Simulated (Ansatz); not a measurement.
**BP under a change: pressure 15 GPa**

Base system: BP in the zinc blende structure (space group F-43m, No. 216; a = 4.5366 Å).

Perturbation: a hydrostatic pressure of 15 GPa.

The values are results of r2SCAN, PAW, 500 eV (Ansatz, a program for electronic structure; without spin-orbit coupling), not measurements. Settings: 12×12×12 k-points, 0.05 eV Fermi–Dirac smearing.

```tsv
quantity	base	changed	shift
volume per atom	11.67 Å³	10.81 Å³	-0.86 Å³
density	2.97 g/cm³	3.21 g/cm³	+0.24 g/cm³
lattice parameter a	453.7 pm	442.2 pm	-11.5 pm
shortest interatomic distance	196.4 pm	191.5 pm	-4.96 pm
band gap	1.41 eV	1.30 eV	-0.11 eV
smallest direct gap	3.60 eV	3.73 eV	+0.13 eV
width of the top valence band	5.74 eV	6.21 eV	+0.47 eV
electron mass	1.3 mₑ along k, 0.22 mₑ across (off the special points)	1.5 mₑ along k, 0.22 mₑ across (off the special points)	–
hole mass (degenerate bands, along [100])	0.24, 0.24, 0.32 mₑ (at Γ)	0.23, 0.23, 0.35 mₑ (at Γ)	–
```

Load acts through the strain it causes; cell and atoms are relaxed under it. Effective masses come from finite differences of ±0.01 Å⁻¹. Along k means along the line from Γ to the band edge. No phonon test of stability was made. Competing high-pressure phases were not computed.
